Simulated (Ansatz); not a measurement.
A relaxation of cell and atoms of YCu2Ge2 (I4/mmm, 5 atoms in the cell) with Ansatz (an electronic-structure program).

Method: LDA (PW92), default PAW files made with PBE (plane waves; Ansatz).

The change in words: atoms on their sites; basis.ecutwfc: 420 eV → 355 eV; relax: default → cell and atoms. Reference geometry:
```xyz
5
Lattice="-2.0093 2.0093 5.1218 2.0093 -2.0093 5.1218 2.0093 2.0093 -5.1218" Properties=species:S:1:pos:R:3 pbc="T T T"
Y      0.0000     0.0000     0.0500
Cu     0.0000     2.0093     2.5609
Cu     2.0093     0.0000     2.5609
Ge     0.0000     0.0000     6.3443
Ge     0.0000     0.0000     3.8993
```

Reference input (self-consistent single point, DFT, LDA (PW92), plane waves, default PAW files made with PBE): basis.ecutwfc = 420 eV; kpoints.mp_grid.grid = 6 6 6; hamiltonian.xc = lda; hamiltonian.pseudopotentials = {kind: paw} (the program's default PAW files); scf.occupations.method = gaussian; scf.occupations.width = 0.1 eV. This run's input differs from it in these lines:

Ansatz 0.2 input:
```diff
@@ -6,3 +6,3 @@
   atoms:
-    - { symbol: Y, position: [0.00488100, 0.00488100, 0.00000000] }
+    - { symbol: Y, position: [0.00000000, 0.00000000, 0.00000000] }
     - { symbol: Cu, position: [0.75000000, 0.25000000, 0.50000000] }
@@ -12,3 +12,3 @@
 basis:
-  ecutwfc: 420.0
+  ecutwfc: 355.0
 kpoints:
@@ -24,2 +24,4 @@
     width: 0.1
+relax:
+  cell: {}
 output:
```

Output, abridged:

```
   [... SCF lines of the steps left out ...]
relax step   1: F+E_penalty+E_count = -25291.24101766 eV  Δ(F+E_penalty+E_count) = +0.000e0 eV  max|allowed force component| = 3.166e-1 eV/Å  Δτ_max = 0.0000 Å  P = -5.275 GPa  Ω = 82.714 Å³  (7 SCF iters, dr2 threshold 1.00e-7 eV, accepted)
relax step   2: F+E_penalty+E_count = -25291.32495583 eV  Δ(F+E_penalty+E_count) = -8.394e-2 eV  max|allowed force component| = 2.779e-1 eV/Å  Δτ_max = 0.0002 Å  P = -0.295 GPa  Ω = 79.445 Å³  energy of the carried Pulay correction = +2.507e-2 eV  [...]
   [... lines left out ...]
relax step   6: F+E_penalty+E_count = -25291.31437197 eV  Δ(F+E_penalty+E_count) = -2.915e-3 eV  max|allowed force component| = 1.425e-3 eV/Å  Δτ_max = 0.0001 Å  P = +0.022 GPa  Ω = 79.038 Å³  energy of the carried Pulay correction = +2.434e-3 eV  [...]
relax step   7: F+E_penalty+E_count = -25291.31124858 eV  Δ(F+E_penalty+E_count) = +3.123e-3 eV  max|allowed force component| = 1.601e-3 eV/Å  Δτ_max = 0.0000 Å  P = -0.011 GPa  Ω = 79.038 Å³  stress off target by 1.90e-2 GPa  SCF on the basis [...]
basis re-selected at this cell: Δ(F+E_penalty+E_count) = +3.123e-3 eV, ΔP = -0.033 GPa vs the last step
the relaxation is at rest under the 16 symmetry operations that the run kept from its start: a minimum is not shown …
Free energy (F): -25291.311249 eV
Internal energy: -25291.307134 eV  (E = F + TS)
E sigma→0 (E₀):  -25291.309191 eV
Entropy (-TS):   -0.004114 eV (-0.823 meV/atom)
Fermi energy:    14.464561 eV
--- Forces (eV/Å), atoms counted from 1 ---
  atom   1  Y      0.00000000     0.00000000     0.00000000
   [... lines left out ...]
  cell:  # Å, volume = 79.0382 Å³
   [... lines left out ...]
  atoms:
    - { symbol: Y, position: [1.3441914488477886e-19, 1.3441914488477884e-19, -1.6174708289264197e-35] }
    - { symbol: Cu, position: [0.75, 0.25, 0.5] }
    - { symbol: Cu, position: [0.25, 0.75, 0.49999999999999994] }
    - { symbol: Ge, position: [0.6210418910105331, 0.6210418910105331, 2.332825688856313e-35] }
    - { symbol: Ge, position: [0.37895810898946697, 0.37895810898946697, 4.1612427580307076e-35] }
```

The run converged.  The full log also holds: “iter 5 did not close the SCF: its close was put off for the readings that it lacked (scf_convergence_deferred on its scf_iter line)”. The full log also holds: “iter 4 did not close the SCF: its close was put off for the readings that it lacked (scf_convergence_deferred on its scf_iter line)”.

Summary of the result:
```
Quantity                                                                                                                 Result
-----------------------------------------------  ------------------------------------------------------------------------------
Free energy E − TS (on the zero of these files)                                                                  -25291.3112 eV
Fermi level (on the code's own zero)                                                                                   14.46 eV
Pressure                                                                                                              -0.01 GPa
Largest force (vector length)                                                                                        0.002 eV/Å
Final cell                                       a = 5.7396 Å, b = 5.7396 Å, c = 5.7396 Å, α = 139.49°, β = 139.49°, γ = 58.63°
Final volume per atom                                                                                                  15.81 Å³
Relaxation steps                                                                                                              7
```

The starting cell comes from a database of computed structures (which also holds hypothetical and non-ambient phases and stackings), without a prior relaxation at this level. Its lattice was rescaled by up to half a per cent. Spin polarisation is off. The relaxation keeps the symmetry of its start, so its end need not be a minimum. Ansatz's pressure includes its estimate of the finite-basis (Pulay) stress. Without the estimate this run gives -1.31 GPa. The cutoff lies below the one recommended for these files.

Cost on one core of a shared machine: roughly 40 s.
